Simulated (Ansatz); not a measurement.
The parent structure is KTaO3 in the cubic perovskite structure (space group Pm-3m, No. 221; a = 3.9853 Å).

All numbers come from PBEsol/PAW in Ansatz (an electronic-structure program), spin-orbit coupling left out.

Strains are applied to the cell and any free atomic positions relax.

One change was made to it. Results:

```csv
quantity,base,after
mean gap deformation potential ΔEg/Δln V,–,-2.2 eV
energy relative to the base (free energy F),0 meV/atom,+22 meV/atom
smallest direct gap,2.75 eV,2.65 eV
```

Q: Which of these changes matches the shifts?
(A) isotropic strain +0.60 %
(B) isotropic strain +1.80 %
(C) isotropic strain +2.40 %

A: B, isotropic strain +1.80 %. For comparison, the energy relative to the base in the other runs: isotropic strain +0.60 % gives +2.6 meV/atom; isotropic strain +2.40 % gives +38 meV/atom.

With Ta present, leaving out spin-orbit coupling can change the band edges. Stability against distortions was not tested.
